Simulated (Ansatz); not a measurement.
Fluorite NiSi₂ was calculated with RPBE in Ansatz (plane waves, PAW).

Settings: plane-wave cutoff 520 eV, 18×18×18 k mesh, Fermi–Dirac smearing 0.05 eV, no spin polarisation, scalar-relativistic PAW data made under PBE.

A third-order Birch–Murnaghan fit to the energies gives V0 = 13.701 Å³/atom, B0 = 139 GPa, B′ = 4.7.

```csv
V (Å³/atom),P (GPa)
12.879,9.89
13.153,6.24
13.427,[?]
13.701,0.00
13.975,-2.63
14.249,-4.97
14.523,[?]
```

Task: Estimate the withheld pressures from this fit; the answers are the runs' own values.

Result: 
- 13.427, P (GPa): 2.95
- 14.523, P (GPa): -7.04

The formula P = (3/2) B0 (x^(7/3) − x^(5/3)) [1 + (3/4)(B′ − 4)(x^(2/3) − 1)] with x = V0/V meets the computed pressures within 0.06 GPa when these rounded values are put in.

Measured, for comparison: equilibrium volume per atom 13.17 Å³/atom (temperature not stated, no zero-point or thermal correction; as tabulated in Wikipedia's data pages). Computed (rounded) less measured: equilibrium volume per atom +4.0 %.

Static lattice: no zero-point or thermal effects.

The result took roughly 2.5 core-minutes.

Ansatz is an electronic-structure program.
